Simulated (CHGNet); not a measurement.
**CsCl-type FeAl**

All values below come from the machine-learned potential CHGNet-r²SCAN (trained on r²SCAN data).

Cell: relaxed at this level.

```json
{
  "lattice_constant_a": "2.846 Å",
  "volume_per_atom": "11.53 Å³/atom"
}
```

Measured, for comparison: lattice constant a 2.910 Å, equilibrium volume per atom 12.32 Å³/atom (room temperature, no zero-point or thermal correction; as tabulated in Liu et al. (2023), doi:10.1107/s2414314623010659). Computed (rounded) less measured: lattice constant a -2.2 %, equilibrium volume per atom -6.4 %.

A machine-learned potential is trained on density-functional data: it inherits that level's misses and adds fitting errors of its own.

Note: the model gives imaginary modes for this phase (in the spectrum interpolated from a supercell); the model's elastic tensor is not positive definite here; this model's volume lies 6 % below that of the starting cell (a measured, published or database cell).
